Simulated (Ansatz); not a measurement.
Crystal: SiO₂ (P4_12_12, 12 atoms a cell, 14.4 Å³ an atom); both levels run on this one cell.

Complex bands along the normal of (001) by Ansatz (plane waves, PAW, no spin-orbit coupling). r2SCAN gives a gap of 6.34 eV and a slowest mid-gap decay of 0.545 1/Å.

Q: What does PBE give on the same cell, and what does that do to the current through 2 nm?

A: Gap 5.71 eV, κ = 0.524 1/Å. The mid-gap transmission through 2 nm changes by exp(2 × 20 × (0.545 − 0.524)) = a factor of 2.3 against r2SCAN.

Ansatz is a first-principles code.
